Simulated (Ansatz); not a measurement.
Start from HgS (space group P3_221, No. 154; made of chains).

```yaml
crystal:
  lattice:
    - [4.13867, 0.00000, 0.00000]
    - [-2.06933, 3.58419, 0.00000]
    - [0.00000, 0.00000, 9.40786]
  atoms:
    - { symbol: Hg, position: [0.71009, 0.00000, 0.66667] }
    - { symbol: Hg, position: [0.00000, 0.71009, 0.33333] }
    - { symbol: Hg, position: [0.28991, 0.28991, 0.00000] }
    - { symbol: S, position: [0.49985, 0.00000, 0.16667] }
    - { symbol: S, position: [0.00000, 0.49985, 0.83333] }
    - { symbol: S, position: [0.50015, 0.50015, 0.50000] }
```

Method: Ansatz (a first-principles code) PBEsol, no SOC.

One change was made to it. Results:

| quantity | base | after |
|---|---|---|
| band gap | 1.23 eV | 0.82 eV |
| electron mass | 0.40 mₑ along c, 1.4 mₑ across (at Γ) | 0.39 mₑ along c, 1.1 mₑ across (at Γ) |
| density | 8.31 g/cm³ | 9.39 g/cm³ |
| smallest direct gap | 1.26 eV | 0.93 eV |

Problem. Which of these changes matches the shifts?
A. pressure 5 GPa
B. pressure 0.7 GPa
C. pressure 0.3 GPa

Solution. A, pressure 5 GPa. For comparison, the band gap in the other runs: pressure 0.3 GPa gives 1.17 eV; pressure 0.7 GPa gives 1.10 eV.

With Hg present, leaving out spin-orbit coupling can change the band edges. Load acts through the strain it causes; cell and atoms are relaxed under it. Masses are band curvatures over ±0.01 Å⁻¹ around the edge. Whether these cells are dynamically stable was not tested. No other phases were tried under pressure. No dispersion term is included in the PBEsol runs.
